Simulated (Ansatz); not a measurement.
**Effect of Mg on a Sr site, symmetric start on Sr**

Start from a 12-atom supercell of Sr in the fcc (Cu type) structure (space group Fm-3m, No. 225; a = 6.100 Å) at its relaxed geometry.

Perturbation: one Sr atom is replaced by Mg, atoms relaxed at fixed cell.

Level of theory: plane-wave PAW DFT at the r2SCAN level (Ansatz, a quantum-chemistry and plane-wave program, 500 eV), no spin-orbit coupling. Γ-centred 5×4×5 mesh, Fermi–Dirac width 0.05 eV.

The pressure goes from zero to -0.7 GPa and the largest displacement of a host atom from its site in the perfect cell comes out as 0.13 Å. The mean distance from the defect site to its nearest host atoms falls by 0.08 Å, from 4.31 Å to 4.23 Å.

Cost of the whole job for the changed cell (relaxation, final SCF and bands): very roughly 10 core-minutes.

In so small a cell the defect repeats every few ångströms: this is an ordered compound, not a dilute defect. The defect started on the symmetric site and kept its symmetry, so it may sit on a saddle. The defect cell is not spin-polarised.
